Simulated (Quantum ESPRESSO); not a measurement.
Band structure of SrLa3 (I4/mmm, 4 atoms in the cell).

```yaml
crystal:
  lattice:
    - [2.71739, -2.71739, 5.46178]
    - [2.71739, 2.71739, 5.46178]
    - [-2.71739, -2.71739, 5.46178]
  atoms:
    - { symbol: Sr, position: [0.00000, 0.00000, 0.00000] }
    - { symbol: La, position: [0.50000, 0.25000, 0.75000] }
    - { symbol: La, position: [0.50000, 0.75000, 0.25000] }
    - { symbol: La, position: [0.00000, 0.50000, 0.50000] }
```

Computed with PBEsol, GBRV 1.5 ultrasoft (PBESOL) pseudopotentials (plane waves; Quantum ESPRESSO).

Settings: ecutwfc = 40 Ry; ecutrho = 200 Ry; occupations = smearing; smearing = fermi-dirac; degauss = 0.0073499 Ry; potentials = {Sr: sr_pbesol_v1.uspp.F.UPF, La: la_pbesol_v1.uspp.F.UPF}; K_POINTS = automatic 3 3 3 0 0 0; conv_thr = 1e-10 Ry.

The starting cell comes from a database of computed structures (which also holds hypothetical and non-ambient phases and stackings), without a prior relaxation at this level.

Levels in eV from the Fermi level, bands 18 to 25:
```
point     18     19     20     21     22     23    24    25
-----  -----  -----  -----  -----  -----  -----  ----  ----
Γ      -1.60  -0.93  -0.85  -0.31   0.24   0.24  0.66  0.66
X      -1.42  -0.73  -0.44   0.15   0.25   0.56  0.60  1.23
Y      -1.39  -0.64  -0.48  -0.01   0.26   0.27  0.39  0.98
S      -1.14  -0.99  -0.77  -0.46  -0.04   0.21  0.27  0.72
Z      -1.79  -1.54  -1.44  -0.93  -0.93  -0.32  0.22  1.13
S1     -1.14  -0.99  -0.77  -0.46  -0.04   0.21  0.27  0.72
N      -1.37  -0.49  -0.15  -0.14   0.00   0.29  0.32  0.36
P      -1.14  -1.14  -1.06   0.55   0.55   0.70  1.03  1.11
Y1     -1.39  -0.64  -0.48  -0.01   0.26   0.27  0.39  0.98
```

Bands cross the Fermi level along this path, so the cell is metallic at this level.
